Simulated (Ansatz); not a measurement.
bcc Sr (high-temperature phase), treated with r²SCAN+rVV10 (Ansatz, a first-principles code, PAW).

Settings: plane-wave cutoff 560 eV, 16×16×16 k mesh, Fermi–Dirac smearing 0.05 eV, scalar-relativistic PAW data made under PBE.

Computed at the level's own relaxed cell.

Q: Estimate the lattice constant a that the calculation returns.

A: 
lattice constant a: 4.780 Å

The run finds no gap.

Note: symmetry holds this phase in the static calculation, where it need not be a minimum.

Computed values are for the static lattice.

It cost very roughly 60 core-seconds of CPU time.
